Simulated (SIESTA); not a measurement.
A working SIESTA input for Te3Pt2 (C2/m, 10 atoms in the cell) (DFT, GGA PBEsol, numerical atomic orbitals TZP, PseudoDojo PBEsol standard norm-conserving potentials (rewritten from UPF to PSML)):

```
# files in the folder: Te.psml Pt.psml (PseudoDojo PBEsol standard)
SystemName  Te3Pt2
SystemLabel siesta

NumberOfAtoms                10
NumberOfSpecies              2
%block ChemicalSpeciesLabel
  1 52 Te
  2 78 Pt
%endblock ChemicalSpeciesLabel
LatticeConstant              1.0 Ang
%block LatticeVectors
     3.516125000   -2.028855000    0.000000000
     3.516125000    2.028855000    0.000000000
    -2.264566000    0.000000000   17.584673000
%endblock LatticeVectors
AtomicCoordinatesFormat      Bohr
%block AtomicCoordinatesAndAtomicSpecies
    -0.004259691   -0.000000000   24.233467292  1
     9.013876699   -0.000000000    8.996748669  1
     9.004913355    0.000000000   29.535348248  1
     0.004703654    0.000000000    3.694867713  1
     8.859902876   -0.000000000   19.037923026  1
     0.149714132    0.000000000   14.192292935  1
     4.424775149   -0.000000000   21.603628001  2
     4.584841860    0.000000000   11.626587960  2
     4.431831806    0.000000000    1.397662883  2
     4.577785203   -0.000000000   31.832553078  2
%endblock AtomicCoordinatesAndAtomicSpecies

XC.functional                GGA
XC.authors                   PBEsol
PAO.BasisSize                TZP
PAO.EnergyShift              0.01 Ry
MeshCutoff                   350 Ry
%block kgrid.MonkhorstPack
    6   0   0  0.5
    0   6   0  0.5
    0   0   2  0.5
%endblock kgrid.MonkhorstPack
OccupationFunction           FD
ElectronicTemperature        1160.45 K

MaxSCFIterations             150
SCF.Mixer.Method             Pulay
SCF.Mixer.Weight             0.25
SCF.Mixer.History            6
SCF.DM.Tolerance             1.0E-05
Diag.ParallelOverK           true
WriteForces                  true
Charge.Mulliken              end
```

The run converged in 14 iterations: free energy E − TS -31282.1012 eV; Fermi level (on the code's own zero) -3.03 eV; pressure -4.40 GPa; largest force (vector length) 0.714 eV/Å. Each of these slips is then made, one at a time:

(1)
```diff
-# files in the folder: Te.psml Pt.psml (PseudoDojo PBEsol standard)
+# files in the folder: Te.psml Pt.psml (PseudoDojo LDA standard)
```

(2)
```diff
-SCF.DM.Tolerance             1.0E-05
+SCF.DM.Tolerance             1.0E-01
+SCF.H.Tolerance              1.0 eV
```

**Question.** Predict the outcome of each change.

**Answer.** 
(1) Potentials made for another functional. The run converged in 17 iterations without an error; against the sound input the pressure goes from -4.40 to -4.56 GPa and the largest force moves little (0.714 to 0.710 eV/Å). The full log also holds: “xc_check: WARNING: Pseudopotential generated with LDA PW92 functional”.

(2) A convergence threshold that is too loose. The run converged in 8 iterations without an error; against the sound input the free energy stays essentially unchanged (within 1 meV/atom), the pressure hardly changes (-4.40 to -4.41 GPa) and the largest force goes from 0.714 to 0.730 eV/Å.

The starting cell comes from a database of computed structures (which also holds hypothetical and non-ambient phases and stackings), without a prior relaxation at this level. Spin polarisation is off. Values carry the incompleteness of an atom-centred basis. In the base run, with a pressure of about -4 GPa the cell is away from its equilibrium volume at this level.

Left out of this page: 3 runs of the series outside the window shown, repeating another row's setting, or not comparable.
